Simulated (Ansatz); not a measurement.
The parent structure is CsSnI3 in the cubic perovskite structure (space group Pm-3m, No. 221; a = 6.131 Å). Axes: x, y, z lie along the cube axes.

Structures relaxed with Kohn–Sham DFT with the PBEsol functional, run in Ansatz (a quantum-chemistry and plane-wave program) with PAW and 420 eV plane waves, spin-orbit coupling left out.

Base:

Simulated powder pattern, Cu Kα1, λ = 1.54056 Å (kinematic, ideal powder, no thermal factors, no anomalous dispersion; the 10 strongest lines at most, above 2 %, up to 2θ = 90°):

| 2θ (°) | I/Imax (%) | hkl |
|---|---|---|
| 14.44 | 18 | (100) |
| 20.47 | 19 | (110) |
| 25.14 | 75 | (111) |
| 29.11 | 100 | (200) |
| 41.63 | 75 | (220) |
| 49.26 | 35 | (311) |
| 51.60 | 26 | (222) |
| 66.42 | 14 | (331) |
| 68.38 | 34 | (420) |
| 75.98 | 25 | (422) |

After one change:

Simulated powder pattern, Cu Kα1, λ = 1.54056 Å (kinematic, ideal powder, no thermal factors, no anomalous dispersion; the 10 strongest lines at most, above 2 %, up to 2θ = 90°):

```tsv
2θ (°)	I/Imax (%)
14.52	16
20.52	17
25.23	100
29.07	45
29.29	89
41.74	67
41.90	33
49.54	31
51.80	35
76.41	22
```

Problem. What was done to the base?
(A) biaxial strain −1.20 %, plane normal [001], relaxed out of plane
(B) biaxial strain −2.40 %, plane normal [001], relaxed out of plane
(C) biaxial strain −1.80 %, plane normal [001], relaxed out of plane
(D) biaxial strain −0.60 %, plane normal [001], relaxed out of plane

Solution. D, biaxial strain −0.60 %, plane normal [001], relaxed out of plane. Its volume per atom is 45.59 Å³ against 46.08 Å³, and its space group is P4/mmm (No. 123).

No phonon test of stability was made. The final runs are not spin-polarised. Many cubic perovskites are stable only at high temperature; tilts and polar distortions were not tested.
